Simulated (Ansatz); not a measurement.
Input:

```
ScB2
1.0
    3.12655     0.00000     0.00000
   -1.56328     2.70768     0.00000
    0.00000     0.00000     3.48222
Sc B
1 2
Direct
  0.00000   0.00000   0.00000
  0.66667   0.33333   0.50000
  0.33333   0.66667   0.50000
```

Computed with PBEsol, DFPT electron-phonon coupling, linearised Boltzmann equation (plane waves, PAW, scalar-relativistic; Ansatz, a quantum-chemistry and plane-wave program). Cell: relaxed with this functional, without spin-orbit coupling.

Question: What phonon-limited resistivity does this give at 300 K?

Answer: 7.3 (x), 7.3 (y), 8.6 (z) μΩ·cm.

Question: And the electrons' mean free path at that temperature?

Answer: 13.9 (x), 13.9 (y), 14.3 (z) nm, weighted by the current that each state carries. Wires not much wider than this gain resistivity from their walls.

A metal at this level (no band gap). Only scattering by harmonic phonons is included (no impurities, grain boundaries, electron-electron scattering or thermal expansion). Spin-orbit coupling is left out. Halving the electron mesh (32x32x24) moves the resistivity by up to 2 % at 300 K, the mean free path by up to 4 %. Smearing 0.20 eV; phonons on a 5x5x4 q mesh, which this run doesn't test.

Formula and space group known from diffraction (Crystallography Open Database), not checked to be the room-temperature form: ScB2 (P6/mmm).
